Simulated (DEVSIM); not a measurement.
**abrupt InP n-p junction**

Structure: abrupt InP n-p junction, at 300 K.

| layer (left to right) | material | thickness (μm) | Nd (cm⁻³) | Na (cm⁻³) | τn (s) | τp (s) |
|---|---|---|---|---|---|---|
| 1 | InP | 18.0 | 3.3e16 | - | 5.2e-10 | 5.2e-10 |
| 2 | InP | 2.30 | - | 8.2e15 | 5.2e-10 | 5.2e-10 |

Left contact: ohmic. Right contact: ohmic. Voltage is applied to the left contact. Recombination: SRH at mid-gap, radiative, Auger. Mobility is constant in doping.

Constants are typed, rounded textbook-type inputs, not results; the design itself was drawn at random and stands for no fabricated device. Values at 300 K.

```
parameter          InP
-------------  -------
gap (eV)         1.344
affinity (eV)     4.38
permittivity      12.5
Nc (cm⁻³)       5.7e17
Nv (cm⁻³)       1.1e19
μn (cm²/Vs)       5200
μp (cm²/Vs)        170
B (cm³/s)      1.2e-10
Cn (cm⁶/s)       9e-31
Cp (cm⁶/s)       9e-31
```

Model (solved in DEVSIM): 1D drift-diffusion, Boltzmann statistics, complete ionisation; no tunnelling, impact ionisation, image-force lowering or self-heating.

The potential step across the device at zero bias is 1.084 V, the largest field in the device at zero bias comes out as 44000 V/cm and the dark forward voltage at 1 A/cm² is 0.862 V. The dark forward voltage at 100 A/cm² comes out as 1.010 V.

Dark forward current:

| V (V) | J (A/cm²) |
|---|---|
| -0.05 | -8.8e-9 |
| -0.10 | -3.1e-8 |
| -0.20 | -2.5e-7 |
| -0.25 | -6.8e-7 |
| -0.30 | -1.9e-6 |
| -0.40 | -1.4e-5 |
| -0.45 | -3.9e-5 |
| -0.55 | -0.00030 |
| -0.60 | -0.00086 |
| -0.65 | -0.0026 |
| -0.75 | -0.030 |
| -0.80 | -0.13 |
| -0.85 | -0.66 |
| -0.95 | -20 |
| -1.00 | -82 |
| -1.10 | -450 |
| -1.15 | -750 |
| -1.20 | -1100 |
| -1.30 | -2000 |
| -1.35 | -2400 |

Dark reverse current:

| V (V) | J (A/cm²) |
|---|---|
| 0.40 | 2.2e-8 |
| 1.00 | 4.4e-8 |
| 2.00 | 7.3e-8 |
| 3.00 | 9.7e-8 |
| 4.00 | 1.2e-7 |
| 6.00 | 1.6e-7 |
| 8.00 | 1.9e-7 |
| 10.00 | 2.2e-7 |
| 13.00 | 2.5e-7 |
| 16.00 | 2.9e-7 |
| 20.00 | 3.3e-7 |
